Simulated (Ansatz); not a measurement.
**Phonons of NaMgF3 in the cubic perovskite structure at temperature**

Method: the stochastic self-consistent harmonic approximation in a 2×2×2 supercell, DFT at the PBEsol level (Ansatz, an electronic-structure program). The cell was generated from a structure type, relaxed within its symmetry, and need not be the phase found at ambient conditions. The cell is strained by 1.0 % in length from its relaxed static size. Melting and transitions to other phases are not modelled. Frequencies in cm⁻¹ at q = (0.00, 0.00, 0.00) (fractions of the primitive reciprocal vectors), each column in ascending order, rows equal in every column written once; i marks an imaginary mode. The auxiliary (Gaussian) frequencies are positive by construction; the free-energy Hessian decides stability. At Γ the LO-TO splitting is left out.

```json
[
 {"harmonic": "64i", "Gaussian 300 K": "111", "Hessian 300 K": "97", "Gaussian 600 K": "131", "Hessian 600 K": "112"},
 {"harmonic": "130", "Gaussian 300 K": "163", "Hessian 300 K": "152", "Gaussian 600 K": "169", "Hessian 600 K": "154"},
 {"harmonic": "283", "Gaussian 300 K": "285", "Hessian 300 K": "282", "Gaussian 600 K": "287", "Hessian 600 K": "282"},
 {"harmonic": "504", "Gaussian 300 K": "479", "Hessian 300 K": "468", "Gaussian 600 K": "486", "Hessian 600 K": "466"}
]
```

```
Quantity                                                                       Result
-------------------------------------------------------------------  ----------------
pressure at 300 K in this cell                                       -1.54 ± 0.06 GPa
pressure at 600 K in this cell                                       -0.39 ± 0.02 GPa
pressure near 300 K by path-integral sampling of the fitted surface         -2.89 GPa
pressure near 600 K by path-integral sampling of the fitted surface         -1.37 GPa
static pressure                                                             -2.07 GPa
```

Over all wave vectors of the supercell the softest harmonic mode is 113i cm⁻¹ at q = (0.50, 0.50, 0.50); the softest of the Hessian is 30i cm⁻¹ at q = (0.00, 0.50, 0.50) at 300 K (error 14; the run's verdict: undecided), 22i cm⁻¹ at q = (0.00, 0.50, 0.50) at 600 K (error 8; the run's verdict: undecided).
